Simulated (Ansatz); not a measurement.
The reference is Nb₅Si₃ (space group P6_3/mcm, No. 193).

```yaml
crystal:
  lattice:
    - [7.50751, 0.00000, 0.00000]
    - [-3.75376, 6.50170, 0.00000]
    - [0.00000, 0.00000, 5.22350]
  atoms:
    - { symbol: Nb, position: [0.75066, 0.00000, 0.75000] }
    - { symbol: Nb, position: [0.24934, 0.00000, 0.25000] }
    - { symbol: Nb, position: [0.75066, 0.75066, 0.25000] }
    - { symbol: Nb, position: [0.24934, 0.24934, 0.75000] }
    - { symbol: Nb, position: [0.00000, 0.75066, 0.75000] }
    - { symbol: Nb, position: [0.00000, 0.24934, 0.25000] }
    - { symbol: Nb, position: [0.66667, 0.33333, 0.50000] }
    - { symbol: Nb, position: [0.33333, 0.66667, 0.50000] }
    - { symbol: Nb, position: [0.33333, 0.66667, 0.00000] }
    - { symbol: Nb, position: [0.66667, 0.33333, 0.00000] }
    - { symbol: Si, position: [0.60641, 0.00000, 0.25000] }
    - { symbol: Si, position: [0.39359, 0.00000, 0.75000] }
    - { symbol: Si, position: [0.60641, 0.60641, 0.75000] }
    - { symbol: Si, position: [0.39359, 0.39359, 0.25000] }
    - { symbol: Si, position: [0.00000, 0.60641, 0.25000] }
    - { symbol: Si, position: [0.00000, 0.39359, 0.75000] }
```

Calculations: plane-wave PAW DFT at the PBEsol level (Ansatz, a quantum-chemistry and plane-wave program, 420 eV), no spin-orbit coupling.

Before the change:

| Item | Value |
|---|---|
| Lattice parameter a | 7.508 Å |

It is then changed as follows: cell and atoms relaxed at a pressure of 10 GPa.

Task: What does the calculation give for the lattice parameter a after the change?

Result: The lattice parameter a decreases by 0.110 Å (7.508 Å → 7.398 Å).

Load acts through the strain it causes; cell and atoms are relaxed under it. Whether these cells are dynamically stable was not tested. No other phases were tried under pressure. The final runs are not spin-polarised.
